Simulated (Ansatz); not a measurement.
C under a change: isotropic strain +1.50 %

Base system: C in the diamond structure (space group Fd-3m, No. 227; a = 3.532 Å).

Perturbation: the cell is scaled by 1.0150 in all directions; the atoms relax in the strained cell.

The values are results of LDA (Ansatz, an electronic-structure program; PAW; 420 eV plane waves; no spin-orbit coupling), not measurements. Settings: 16×16×16 k-points, 0.05 eV Fermi–Dirac smearing.

```tsv
quantity	base	changed	shift
volume per atom	5.51 Å³	5.76 Å³	+0.25 Å³
space group	Fd-3m (No. 227)	Fd-3m (No. 227)	–
shortest interatomic distance	1.529 Å	1.552 Å	+0.023 Å
energy relative to the base (free energy F)	0 meV/atom	+16 meV/atom	+16 meV/atom
pressure	0.00 GPa	-19.24 GPa	-19.230 GPa
band gap	4.17 eV	4.07 eV	-0.107 eV
gap character	indirect, Γ → Γ–X (71 % along)	indirect, Γ → Γ–X (71 % along)	–
smallest direct gap	5.62 eV	5.50 eV	-0.127 eV
mean gap deformation potential ΔEg/Δln V	–	-2.4 eV	–
width of the top valence band	8.62 eV	8.24 eV	-0.388 eV
electron mass	1.8 mₑ along k, 0.29 mₑ across (off the special points)	1.7 mₑ along k, 0.29 mₑ across (off the special points)	–
hole mass (degenerate bands, along [100])	0.29, 0.29, 0.55 mₑ (at Γ)	0.30, 0.30, 0.53 mₑ (at Γ)	–
```

Final structure:

```
C
1.0
    0.00000     1.79236     1.79236
    1.79236     0.00000     1.79236
    1.79236     1.79236     0.00000
C
2
Direct
  0.00000   0.00000   0.00000
  0.25000   0.25000   0.25000
```

Masses are band curvatures over ±0.01 Å⁻¹ around the edge. Along k means along the line from Γ to the band edge. Stability against distortions was not tested.
